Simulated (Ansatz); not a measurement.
**BaTiO₃ under load (space group P4mm): band-edge transport data**

Input:

```
BaTiO3
1.0
    3.90472     0.00000     0.00000
    0.00000     3.90472     0.00000
    0.00000     0.00000     3.90482
Ba Ti O
1 1 3
Direct
  0.50000   0.50000   0.57224
  0.00000   0.00000   0.07281
  0.00000   0.50000   0.07169
  0.50000   0.00000   0.07169
  0.00000   0.00000   0.57156
```

These are PBEsol with spin-orbit coupling, rigid bands (plane waves, PAW; Ansatz, an electronic-structure program) values and carry that method's errors. Condition of this run: hydrostatic pressure 10 GPa (the target of the relaxation). How the cell was made: cell and atoms relaxed with PBEsol, then loaded as said.

```json
{
 "band_gap": "1.86 eV",
 "electron conductivity mass (300 K, dilute)": "0.65 mₑ",
 "hole conductivity mass (300 K, dilute)": "1.36 mₑ",
 "effective density of states N_c (300 K)": "6.1e19 cm⁻³",
 "effective density of states N_v (300 K)": "1.0e20 cm⁻³",
 "density_of_states_mass_electrons": "1.80 mₑ",
 "density_of_states_mass_holes": "2.6 mₑ",
 "Seebeck coefficient, n-type 1e19 cm⁻³, 300 K": "-396 μV/K",
 "Seebeck coefficient, p-type 1e19 cm⁻³, 300 K": "494 μV/K"
}
```

Rigid bands; masses and Seebeck coefficients take one relaxation time τ for all states and one kind of carrier; polarons and phonon drag are left out.
